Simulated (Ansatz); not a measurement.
Consider interstitial C in silicon strained by -1.5 % along x and y, z held, neutral cell. All values below come from PBE, PAW (plane waves to 420 eV; Ansatz, a quantum-chemistry and plane-wave program).

64-site cell at the strained lattice (strain from the relaxed PBE one, atoms relaxed), a 2×2×2 k-point mesh shifted by half a step, smearing 0.01 eV, spin-restricted, no finite-size correction. Static, classical nuclei. The charge state is imposed; whether it is stable for some Fermi level was not computed. Sites that were not tried may lie lower. The start lies 0.20 eV above the lowest site run (PBE).

Barriers: single points on a 3×3×3 k-point mesh shifted by half a step at the bands' geometries.

Relaxed starting cell (atoms counted from 1):

```
CSi64
1.0
   10.77590     0.00000     0.00000
    0.00000    10.77590     0.00000
    0.00000     0.00000    10.94000
Si C
64 1
Direct
  0.02179   0.01350   0.24023
  0.99990   0.00149   0.74911
  0.99917   0.49945   0.24803
  0.99825   0.49546   0.75495
  0.49516   0.99993   0.24993
  0.49772   0.99801   0.74369
  0.50020   0.50441   0.25141
  0.50122   0.50108   0.74929
  0.13008   0.37923   0.12521
  0.12370   0.37606   0.62511
  0.13121   0.87076   0.12409
  0.12347   0.87500   0.62423
  0.61781   0.37876   0.12317
  0.62791   0.37642   0.62605
  0.61741   0.87199   0.12556
  0.62829   0.87466   0.62273
  0.02088   0.23631   0.00876
  0.99990   0.24990   0.50022
  0.99904   0.75188   0.00126
  0.99852   0.75549   0.49417
  0.49488   0.25125   0.99898
  0.49800   0.25274   0.50477
  0.49984   0.74606   0.99753
  0.50144   0.75009   0.49976
  0.13240   0.12808   0.38116
  0.13281   0.12303   0.86801
  0.12310   0.62473   0.37431
  0.12275   0.62619   0.87493
  0.61427   0.12261   0.38185
  0.61340   0.12870   0.86653
  0.62866   0.62835   0.37423
  0.62875   0.62292   0.87456
  0.25299   0.99711   0.99687
  0.25179   0.99906   0.50255
  0.25081   0.50351   0.99852
  0.24843   0.50145   0.50040
  0.72724   0.99331   0.98563
  0.75161   0.00103   0.49665
  0.75207   0.49631   0.00091
  0.75206   0.50085   0.49906
  0.37702   0.37830   0.37685
  0.37362   0.37764   0.87291
  0.37393   0.87326   0.37603
  0.37701   0.87251   0.87208
  0.87559   0.37366   0.37356
  0.87967   0.36234   0.88665
  0.88017   0.88841   0.36222
  0.87544   0.87805   0.87605
  0.25288   0.25367   0.25220
  0.25215   0.25156   0.74612
  0.25186   0.74651   0.25058
  0.24824   0.74939   0.74869
  0.72869   0.25807   0.26268
  0.75119   0.24998   0.75198
  0.75216   0.75483   0.24782
  0.75243   0.75053   0.75007
  0.37219   0.12549   0.12442
  0.37445   0.12536   0.62409
  0.37589   0.62483   0.12427
  0.37523   0.62557   0.62447
  0.81399   0.12504   0.12412
  0.87406   0.12551   0.62448
  0.87421   0.62544   0.12446
  0.87727   0.62553   0.62452
  0.97583   0.12178   0.12171
```

End state 1 differs by these moves (Å; atoms that move under 0.08 Å are left out):

```
atom  element     Δx     Δy     Δz
----  -------  -----  -----  -----
1          Si  -0.22  -0.23   0.17
2          Si  -0.03  -0.10  -0.07
3          Si  -0.03   0.13   0.11
4          Si   0.04   0.16  -0.14
6          Si   0.03   0.04   0.07
7          Si   0.02  -0.09  -0.02
9          Si   0.02   0.20   0.15
13         Si   0.12  -0.06   0.00
17         Si  -0.23   0.80  -0.09
20         Si   0.01  -0.05   0.07
25         Si  -0.10  -0.03  -0.07
26         Si  -0.23  -0.22   0.17
27         Si   0.04   0.03   0.07
29         Si   0.16   0.04  -0.14
30         Si   0.13  -0.03   0.11
32         Si  -0.09   0.02  -0.02
37         Si   0.20   0.02   0.15
39         Si  -0.06   0.12   0.00
46         Si  -0.14   0.36  -0.27
47         Si  -0.07  -0.17   0.17
48         Si  -0.05  -0.07  -0.04
49         Si  -0.07  -0.05  -0.04
50         Si  -0.17  -0.07   0.17
53         Si   0.36  -0.14  -0.27
58         Si  -0.05   0.01   0.07
61         Si   0.80  -0.23  -0.09
65          C   0.29   0.29  -1.30
```

Question: Estimate the forward and backward barriers to end state 1 that PBE, PAW returns for this input.

Answer: forward 0.41 eV, backward 0.41 eV; at the saddle point atom 65 has neighbours 2 Si at 1.87, Si at 2.02, Si at 2.04 Å. The saddle point's order was not checked, and it lies on a symmetry element of the cell, where a band can be held.

End state 2 differs by these moves (Å; atoms that move under 0.08 Å are left out):

| atom | element | Δx | Δy | Δz |
|---|---|---|---|---|
| 1 | Si | -0.35 | -0.02 | -0.18 |
| 2 | Si | 0.05 | -0.05 | -0.09 |
| 5 | Si | 0.09 | 0.01 | -0.04 |
| 6 | Si | 0.09 | 0.07 | 0.12 |
| 7 | Si | -0.15 | 0.12 | 0.05 |
| 9 | Si | -0.09 | -0.16 | -0.02 |
| 11 | Si | -0.08 | 0.08 | -0.03 |
| 12 | Si | 0.06 | -0.03 | -0.07 |
| 13 | Si | -0.11 | 0.16 | 0.11 |
| 15 | Si | 0.21 | 0.08 | -0.02 |
| 17 | Si | -0.15 | -0.18 | -0.07 |
| 19 | Si | 0.06 | -0.06 | -0.04 |
| 21 | Si | 0.09 | 0.01 | 0.06 |
| 23 | Si | 0.07 | 0.07 | 0.02 |
| 25 | Si | -0.16 | -0.03 | -0.17 |
| 28 | Si | 0.05 | -0.06 | -0.03 |
| 30 | Si | 0.27 | -0.03 | 0.25 |
| 34 | Si | -0.03 | 0.03 | -0.11 |
| 35 | Si | -0.02 | -0.09 | 0.01 |
| 37 | Si | 0.59 | 0.01 | 0.18 |
| 45 | Si | 0.01 | 0.09 | 0.06 |
| 48 | Si | 0.09 | -0.12 | -0.12 |
| 51 | Si | -0.06 | 0.10 | -0.02 |
| 53 | Si | -0.05 | 0.21 | 0.10 |
| 59 | Si | -0.08 | 0.09 | -0.02 |
| 61 | Si | -0.32 | 0.99 | -0.48 |
| 65 | C | -0.74 | -0.30 | -0.35 |

Question: Predict the forward and backward barriers to end state 2 from PBE, PAW.

Answer: forward 0.39 eV, backward 0.28 eV; at the saddle point atom 61 has neighbours C at 1.81; Si at 2.27 Å. The saddle point's order was not checked.
